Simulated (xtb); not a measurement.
xtb 6.7.1, GFN2-xTB: Hf(OH)2(amdMe)2 (CC1[N](C)[Hf]2([OH])([OH])([N](C)C(C)=[N]->2C)<-[N]=1C), 35 atoms. The geometry is a generated start, not checked to be a minimum at this level.

| Property | Result |
|---|---|
| method | GFN2-xTB |
| --acc | 1 (default) |
| --etemp (K) | 300 (default) |
| detailed input (--input) | none: ANC optimiser, Lindh (1995) Hessian, microcycle=20, maxdispl=1.0, hlow=0.01 (default) |
| basis functions | 86 |
| valence electrons | 88 |

Charge 0 and multiplicity 1 are set for this test and not shown to be the ground state.

The structure is relaxed from this start with --opt LEVEL for the levels crude, sloppy, loose, lax, normal, tight, vtight, extreme, once each. Up to the end of the extreme run atoms move by at most 0.55 Å along an axis.

Problem. What is the loosest level that ends within 1 meV of the extreme run, and how many cycles does it take?

Solution. tight: 49 cycles against 68, ending 0.22 meV above.

```csv
level,cycles,energy above the extreme run (meV),gradient norm (eV/Å)
crude,1,12,0.17
sloppy,1,12,0.17
loose,1,12,0.17
lax,4,9.6,0.13
normal,18,3.0,0.027
tight,49,0.22,0.012
vtight,65,under 0.01,0.0030
extreme,68,—,0.0020
```
